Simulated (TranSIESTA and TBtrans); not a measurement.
Run with TranSIESTA and TBtrans (open boundaries, self-consistent; PseudoDojo norm-conserving potentials, scalar-relativistic): PAO.BasisSize DZP, PAO.EnergyShift 0.15 eV, XC.Authors PBE, Mesh.Cutoff 200 Ry, ElectronicTemperature 300 K, TS.Voltage 0.0 eV, TBT.Elecs.Eta 0.001 eV, no spin polarisation.

Junction: Al chain with one bond stretched by 2.0 Å. Leads: straight Al chain, spacing 2.328 Å. Geometry: as built, not relaxed.

Task: Give the largest eigenchannel transmissions at the Fermi level (four at most) and the total.

Result: 0.033, 0.033, 0.00042; total 0.067. The straight chain is held at its spacing; free chains may zigzag or dimerise. No spin-polarised start was tried, so a magnetic state, if there is one, is missed.
